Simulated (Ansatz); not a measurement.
# What Sb → Al does to InSb

Consider InSb in the zinc blende structure (space group F-43m, No. 216; a = 6.557 Å).

It is then changed as follows: Al takes the place of Sb on all its sites; the structure is relaxed again.

All numbers come from Ansatz (a program for electronic structure), r2SCAN, PAW, cutoff 500 eV, no spin-orbit coupling, earlier PAW set. k-mesh 13×13×13 (Γ-centred); smearing 0.05 eV (Fermi–Dirac), for the changed cell.

```
quantity                                  base          changed        shift
-----------------------------  ---------------  ---------------  -----------
volume per atom                       35.24 Å³         31.04 Å³     -4.20 Å³
density                             5.57 g/cm³       3.79 g/cm³  -1.78 g/cm³
lattice parameter a                    6.557 Å          6.286 Å    -0.2716 Å
space group                    F-43m (No. 216)  F-43m (No. 216)            –
shortest interatomic distance          2.839 Å          2.722 Å    -0.1176 Å
band gap                                  zero             zero            –
```

Cost of the whole job for the changed cell (relaxation, final SCF and bands): about 100 core-seconds (a rough figure).

With Sb present, leaving out spin-orbit coupling can change the band edges. Whether these cells are dynamically stable was not tested. As relaxed here, AlIn is a hypothetical phase, not in the database extracts checked. All final runs are without spin polarisation. Gaps under 0.05 eV, about the width of the smearing, are given as zero. A zero or small gap of InSb can be the functional's error rather than a property of the material.
